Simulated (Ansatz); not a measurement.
**What biaxial strain +2.50 %, plane normal [001], relaxed out of plane does to ZnS**

Take ZnS in the zinc blende structure (space group F-43m, No. 216; a = 5.357 Å) as the base. Axes: x, y, z lie along the cube axes.

It is then changed as follows: biaxial strain +2.50 %, plane normal [001], relaxed out of plane (Cartesian); in-plane vectors clamped, the third vector and the atoms free.

The values are results of plane-wave PAW DFT at the PBEsol level (Ansatz, a quantum-chemistry and plane-wave program, 420 eV), without spin-orbit coupling, not measurements. Settings: 11×11×11 k-points, 0.05 eV Fermi–Dirac smearing.

The volume per atom increases by 0.35 Å³, from 19.21 Å³ to 19.56 Å³ and the space group goes from F-43m (No. 216) to I-4m2 (No. 119). The energy rises by 6.7 meV/atom and the band gap drops by 0.204 eV to 1.88 eV. The gap character is still direct at Γ and the electron mass goes from 0.17 mₑ (at Γ) to 0.16 mₑ (at Γ). The valence-band top at Γ (three highest levels, from the VBM) changes from 0.00, 0.00, 0.00 eV to 0.00, -0.18, -0.18 eV and the valley order (the lowest conduction-band minima on the path, energy above the VBM, named in the base's zone) goes from Γ 2.09 eV; X along ⟨100⟩ 3.17 eV; L along ⟨111⟩ 3.24 eV to Γ 1.88 eV; X along [001] 2.93 eV; L along [1-1-1] 3.04 eV; X along [100] 3.20 eV. The out-of-plane strain amounts to -3.09 % and the ratio −ε⊥/ε∥ comes out as 1.24. The mean in-plane stress (compression positive) is -2.2 GPa.

Final structure (turned so that z lies along the plane normal):

```yaml
crystal:
  lattice:
    - [3.88241, 0.00000, 0.00000]
    - [0.00000, 3.88241, 0.00000]
    - [1.94121, -1.94121, 2.59545]
  atoms:
    - { symbol: Zn, position: [0.00000, 0.00000, 0.00000] }
    - { symbol: S, position: [0.75000, 0.75000, 0.50000] }
```

Cost of the whole job for the changed cell (relaxation, final SCF and bands): about 40 core-seconds (a rough figure).

Masses are band curvatures over ±0.01 Å⁻¹ around the edge. Stability against distortions was not tested. k-point labels follow each cell's own Brillouin zone.
